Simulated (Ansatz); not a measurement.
Consider a 12-atom supercell of Ca in the fcc (Cu type) structure (space group Fm-3m, No. 225; a = 5.569 Å) at its relaxed geometry.

Level of theory: r2SCAN (Ansatz, a program for electronic structure, PAW, scalar-relativistic without spin-orbit coupling), earlier PAW set.

Before the change:

| Property | Value |
|---|---|
| Pressure | 0.0 GPa |
| Mean distance from the defect site to its nearest host atoms | 3.94 Å |

Modification: one Ca atom is replaced by K, atoms relaxed at fixed cell, starting from a slightly rattled geometry.

Q: What does the calculation give for the pressure after the change?

A: The pressure goes from zero to 0.6 GPa.

Q: Estimate the effect on the mean distance from the defect site to its nearest host atoms.

A: The mean distance from the defect site to its nearest host atoms increases by 0.04 Å (3.94 Å → 3.98 Å).

Q: What does the calculation give for the largest displacement of a host atom from its site in the perfect cell after the change?

A: The largest displacement of a host atom from its site in the perfect cell comes out as 0.06 Å.

The cell is small, so the values are those of an ordered compound at a high defect concentration; dilute-limit values will differ. The defect cell is not spin-polarised.
